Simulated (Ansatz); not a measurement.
Levels about the gap of amorphous Hf₁₂O₃₃La₆ (51 atoms in a cell of 738 Å³, 7.89 g/cm³; zone centre alone, so wide bands show as single levels with stretches between that a denser mesh fills), at the geometry that PBE relaxed, where it gives 0.0 GPa on a denser mesh. The participation number counts the atoms over which a state spreads; weights are charges in smoothed Voronoi cells. The levels come from a single point, so bond lengths are those of that geometry. Method of the levels: r2SCAN, scalar-relativistic without spin-orbit coupling (Ansatz, a quantum-chemistry and plane-wave program). Sampling: the zone centre alone; Fermi-Dirac width 0.02 eV; no spin polarisation.

It comes from a melt-quench run on a machine-learned potential (CHGNet), relaxed afterwards by DFT. O atoms were pushed apart under 1.9 Å during the dynamics, to hinder bonds among them. The hot cell started wider than the set density and was brought back towards it in steps. It is the lowest in DFT energy of 2 quenches. It is a model cell: composition and starting density were chosen by hand, and all elements were melted together. No dispersion term was used. Its density started from a set value of 8.12 and ended at 7.89 g/cm³. The quench (nominally 450 K/ps over its main leg) was far faster than any real one, so the model tends to hold more defects than a real film. One small periodic cell is one sample of the glass; other quenches scatter about these values. The volume was free in the relaxation, at fixed shape. Stress components on the final sampling reach 2.3 GPa.

```tsv
E - E(highest filled), eV	filling	participation number	largest on	weight O	weight La	weight Hf
-0.36	filled	21.1	O, 3 neighbours	0.93	0.03	0.03
-0.26	filled	10.3	O, 4 neighbours	0.93	0.03	0.03
-0.22	filled	19.3	O, 4 neighbours	0.93	0.03	0.04
-0.18	filled	11.6	O, 3 neighbours	0.92	0.05	0.03
-0.11	filled	14.9	O, 3 neighbours	0.92	0.04	0.04
-0.06	filled	7.4	O, 2 neighbours	0.95	0.01	0.04
0.00	filled	11.5	O, 4 neighbours	0.93	0.03	0.05
4.45	empty	25.0	La, 7 neighbours	0.46	0.31	0.24
4.66	empty	16.1	La, 7 neighbours	0.33	0.35	0.32
4.72	empty	11.0	La, 7 neighbours	0.30	0.48	0.22
4.77	empty	14.6	La, 8 neighbours	0.33	0.37	0.30
4.84	empty	19.4	La, 8 neighbours	0.31	0.36	0.33
4.91	empty	15.9	La, 7 neighbours	0.30	0.40	0.30
4.95	empty	8.6	La, 7 neighbours	0.27	0.52	0.21
```

Most localised among these is the filled level at -0.06 eV, on a O atom, which has 2 neighbours (Hf 2.02 Å, Hf 2.02 Å).
